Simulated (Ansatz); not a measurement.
Take InP in the zinc blende structure (space group F-43m, No. 216) as the base.

```
InP
1.0
    0.00000     2.97968     2.97968
    2.97968     0.00000     2.97968
    2.97968     2.97968     0.00000
P In
1 1
Direct
  0.25000   0.25000   0.25000
  0.00000   0.00000   0.00000
```

Cartesian axes are those of the cell as printed.

All numbers come from PBE in Ansatz (plane waves to 420 eV, PAW, without spin-orbit coupling).

Modification: the cell is scaled by 0.9864 in all directions; the atoms relax in the strained cell.

Problem. Predict the stress tensor and what it implies for the stiffness.

Solution. Stress of the strained cell less that of the base (GPa, compression positive):
```
   2.69    0.00    0.00
   0.00    2.69    0.00
   0.00    0.00    2.69
```

Then B = −ΔP/(ΔV/V₀) with ΔV/V₀ = -0.0402 gives secant stiffness values (nonlinear terms included at this strain): B ≈ 67 GPa.

As a check, the harmonic strain energy −½ V₀ Δσ:ε is 9.1 meV/atom; the computed energy rise is 8.6 meV/atom.

Stability against distortions was not tested.

Ansatz is an electronic-structure program.
